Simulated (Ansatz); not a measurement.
## Effect of pressure 22.5 GPa on MgS

The reference is MgS in the rock salt structure (space group Fm-3m, No. 225; a = 5.1292 Å).

The change: cell and atoms relaxed at a pressure of 22.5 GPa.

All numbers come from LDA, PAW, 420 eV (Ansatz, a program for electronic structure; spin-orbit coupling left out). Γ-centred 11×11×11 mesh, Fermi–Dirac width 0.05 eV.

| quantity | base | changed | shift |
|---|---|---|---|
| volume per atom | 16.87 Å³ | 14.01 Å³ | -2.854 Å³ |
| density | 2.77 g/cm³ | 3.34 g/cm³ | +0.57 g/cm³ |
| enthalpy H = E + PV relative to the base's energy | – | +2.14 eV/atom | – |
| band gap | 2.65 eV | 3.00 eV | +0.35 eV |
| gap character | indirect, Γ → X | indirect, Γ → X | – |
| smallest direct gap | 3.83 eV | 5.29 eV | +1.46 eV |
| width of the top valence band | 2.54 eV | 3.14 eV | +0.607 eV |
| electron mass | 0.53 mₑ along k, 0.28 mₑ across (at X) | 0.62 mₑ along k, 0.29 mₑ across (at X) | – |
| hole mass (degenerate bands, along [100]) | 0.25, 0.89, 0.89 mₑ (at Γ) | 0.28, 0.72, 0.72 mₑ (at Γ) | – |

Cost of the whole job for the changed cell (relaxation, final SCF and bands): roughly 9 core-seconds.

Load acts through the strain it causes; cell and atoms are relaxed under it. Masses are band curvatures over ±0.01 Å⁻¹ around the edge. Along k means along the line from Γ to the band edge. No phonon test of stability was made. No other phases were tried under pressure.
